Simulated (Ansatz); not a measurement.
Base system: Sn in the diamond structure (space group Fd-3m, No. 227; a = 6.474 Å; relaxed with 0.1 eV smearing). Axes: x, y, z lie along the cube axes.

Computed with Kohn–Sham DFT with the LDA functional, run in Ansatz (a program for electronic structure) with PAW and 420 eV plane waves, no SOC.

For the base:

- Band gap = zero
- Shortest interatomic distance = 2.804 Å

One thing is altered: a pure shear with ε_xy = ε_yx = 0.0086; the atoms relax in the strained cell.

Question: Predict the new energy relative to the base, stress, band gap and shortest interatomic distance.

Answer: The energy goes up by 0.9 meV/atom; the stress (xx, yy, zz, yz, xz, xy; compression positive) is (0.0, 0.0, 0.0, 0.0, 0.0, -0.5) GPa; the band gap remains zero; the shortest interatomic distance drops by 0.005 Å to 2.799 Å.

Stability against distortions was not tested.
